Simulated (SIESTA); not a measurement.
A user runs SIESTA on BaZrSe3 (P6_3/mmc, 10 atoms in the cell) and asks whether the run is sound. The aim is a self-consistent single point with DFT, LDA PW92, numerical atomic orbitals DZP, PseudoDojo LDA standard norm-conserving potentials (rewritten from UPF to PSML).

Cell that was meant: a = 7.4209 Å, b = 7.4209 Å, c = 6.5897 Å, α = 90.00°, β = 90.00°, γ = 120.00°.

Part of the input:

```
# files in the folder: Ba.psml Zr.psml Se.psml (PseudoDojo LDA standard)
SystemName  Ba2Zr2Se7
SystemLabel siesta

NumberOfAtoms                11
NumberOfSpecies              3
%block ChemicalSpeciesLabel
  1 56 Ba
[...]
    10.393486496    2.095820182    9.339547600  3
     3.630066813    2.095820182    9.339547600  3
     3.381709060   10.048933726    3.113182533  3
    -3.934484038    9.914600603    3.867618736  3
%endblock AtomicCoordinatesAndAtomicSpecies

XC.functional                LDA
```

Output (repeated stretches shortened):

```
reinit: Reading from file input.fdf

reinit: System Name: Ba2Zr2Se7
reinit: System Label: siesta

   [... lines left out ...]
siesta: WARNING: Atoms  1349  1353 too close: rij =    0.500003 Ang
siesta: WARNING: Atoms  1360  1364 too close: rij =    0.500003 Ang
siesta: WARNING: Atoms  1371  1375 too close: rij =    0.500003 Ang
new_DM -- step:     1
Initializing Density Matrix...

Attempting to read DM from file... Failed...
DM filled with atomic data:

InitMesh: MESH = 80 x 80 x 80 = 512000
InitMesh: Mesh cutoff (required, used) =   350.000   407.334 Ry

stepf: Methfessel-Paxton step function
       Using Hermite-Gauss polynomials of order  0
        iscf     Eharris(eV)        E_KS(eV)     FreeEng(eV)     dDmax    Ef(eV) dHmax(eV)
   scf:    1   -24368.518523   -24959.786454   -24959.835222 12.382667 -2.262128 78.673876
   scf:    2   -25017.938618   -24990.502935   -24990.533586  1.865357 -2.034754 63.010111
   scf:    3   -25010.559226   -25021.134501   -25021.171570  5.420079 -2.762881  9.936449
   scf:    4   -25033.790063   -25028.617345   -25028.650140  0.398906 -2.724072 12.411598
   scf:    5   -25032.667891   -25031.199428   -25031.232823  0.802111 -2.922693  2.545438
   [... 12 lines left out ...]
   scf:   18   -25032.559456   -25032.559456   -25032.598166  0.000059 -2.797307  0.000565
   scf:   19   -25032.559459   -25032.559458   -25032.598166  0.000055 -2.797323  0.000220
   scf:   20   -25032.559460   -25032.559459   -25032.598166  0.000056 -2.797341  0.000122
   scf:   21   -25032.559459   -25032.559459   -25032.598166  0.000006 -2.797343  0.000099
SCF Convergence by DM+H criterion
max |DM_out - DM_in|         :     0.0000062387
max |H_out - H_in|      (eV) :     0.0000991559
SCF cycle converged after 21 iterations

Using DM_out to compute the final energy and forces

siesta: E_KS(eV) =           -25032.5595

siesta: E_KS - E_eggbox =    -25032.5595

siesta: Atomic forces (eV/Ang):
     1   -0.398119   -0.558428   -0.116215
     2    0.912893   -0.447326    0.471496
     3   -3.822693    2.731637   -4.198979
     4   -3.462789    2.552925    2.269383
     5    0.914724    0.697022   -0.144768
     6   -0.565203    0.369825    0.057007
     7 6580.219579 1599.296002-8978.683493
     8    0.958256   -0.653042    0.137873
     9   -0.095164   -0.840243   -0.157038
    10   -0.673345    0.028581    0.088785
   [... lines left out ...]
siesta: FreeEng =    -25032.598166
   [... lines left out ...]
siesta:    -1.486339   -0.330388    2.041535
siesta:     8.340947    2.041536  -11.369060

siesta: Cell volume =        314.278574 Ang**3

siesta: Pressure (static):
siesta:                Solid            Molecule  Units
siesta:           0.06456827         -0.00020134  Ry/Bohr**3
siesta:           5.92838543         -0.01848591  eV/Ang**3
siesta:        9498.32062032        -29.61768923  kBar
```

**Question.** Can these results be used? Check the input.

**Answer.** The run is not sound. The fault is one atom entered twice. Two nuclei at or near one point give a huge ion-ion repulsion and overlapping cores, and the electron count is too high as well. To fix it, remove the duplicate atom. The run converged in 21 iterations without an error; against the sound input the pressure goes from -6.68 to 949.8 GPa and the largest force goes from 0.619 to 11250 eV/Å. The full log also holds: “siesta: WARNING: Atoms     7    11 too close: rij =    0.500003 Ang” and “siesta: WARNING: Atoms    18    22 too close: rij =    0.500003 Ang”.

An input that runs soundly differs in these lines (not the only fix; some lines may just follow from the change or write a value another way):
```diff
-SystemName  Ba2Zr2Se7
+SystemName  BaZrSe3
-NumberOfAtoms                11
+NumberOfAtoms                10
-    -3.934484038    9.914600603    3.867618736  3
```

With that input, the run converged in 15 iterations: free energy E − TS -24072.5560 eV; top of the valence band (on the code's own zero) -4.59 eV; gap on the k-point mesh 0.09 eV; pressure -6.68 GPa; largest force (vector length) 0.619 eV/Å (DFT, LDA PW92, numerical atomic orbitals DZP, PseudoDojo LDA standard norm-conserving potentials (rewritten from UPF to PSML)).

On the sound input: the starting cell comes from a database of computed structures (which also holds hypothetical and non-ambient phases and stackings), without a prior relaxation at this level. Its lattice was rescaled by a random factor within 2.5 % of one. Values carry the incompleteness of an atom-centred basis. The basis of the alkali or alkaline-earth atoms may lack their empty d shell, which can raise the gap. With a pressure of about -7 GPa the cell is away from its equilibrium volume at this level.
